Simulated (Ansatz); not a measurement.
Sensitivity of a calculation on PtC (P6_3/mmc, 4 atoms in the cell) to its settings

```xyz
4
Lattice="3.8964 0.0000 0.0000 -1.9482 3.3744 0.0000 0.0000 0.0000 5.4306" Properties=species:S:1:pos:R:3 pbc="T T T"
Pt     0.0000     0.0000     0.0000
Pt     0.0000     0.0000     2.7153
C      0.0000     2.2496     1.3577
C      1.9482     1.1248     4.0730
```

Base run A: LDA (PW92), default PAW files made with PBE (Ansatz, a first-principles code), self-consistent single point.

Its settings: basis.ecutwfc = 420 eV; kpoints.mp_grid.grid = 5 5 3; hamiltonian.xc = lda; hamiltonian.pseudopotentials = {kind: paw} (the program's default PAW files); scf.occupations.method = gaussian; scf.occupations.width = 0.272 eV.

The starting cell was generated: these elements placed on a structure prototype, without a prior relaxation; it need not be a known phase or ordering of this composition. Spin polarisation is off. In the base run, with a pressure of about -39 GPa the cell is away from its equilibrium volume at this level. Ansatz's pressure includes its estimate of the finite-basis (Pulay) stress. Without a gap this mesh is coarse (it stands for a supercell whose shortest vector is 16 Å).

ΔF is the free energy per atom less that of run A. A dash stands where there is no value to compare (another energy zero or no entropy term, no result, no spin, no clean gap, or a mesh too coarse for one). Absolute energies have different zeros for different potentials, functionals, Hubbard and dispersion terms and are not compared across them.

Runs:
- B: scf.convergence.dr2_threshold: default (1e-07 eV) → 1e-05 eV
- C: 2 x 2 x 1 supercell, mesh divided and rounded up; kpoints.mp_grid.grid: 5 5 3 → 3 3 3
- D: hamiltonian.xc: lda → pbe [PBE]
- E: crystal.symmetry.detect: default → false
- F: scf.self_checks: default → high
- G: scf.mixing.algorithm: default (the program chose MSR1) → broyden; scf.mixing.beta: default → 0.9

| run | ΔF (meV/atom) | pressure (GPa) | k-points | valence electrons |
|---|---|---|---|---|
| A | 0.00 | -39.31 | 10 | 44 |
| B | 0.00 | -39.31 | 10 | 44 |
| C | -5.0 | -39.38 | 6 | 176 |
| D | – | -31.96 | 10 | 44 |
| E | 0.00 | -39.31 | 38 | 44 |
| F | 0.00 | -39.31 | 10 | 44 |
| G | 0.00 | -39.31 | 10 | 44 |

Run D against A: The pressure goes from -39.31 to -31.96 GPa.

Run C against A: The free energy falls by 5.0 meV/atom and the pressure moves little (-39.31 to -39.38 GPa).

Keys are those of Ansatz 0.2.
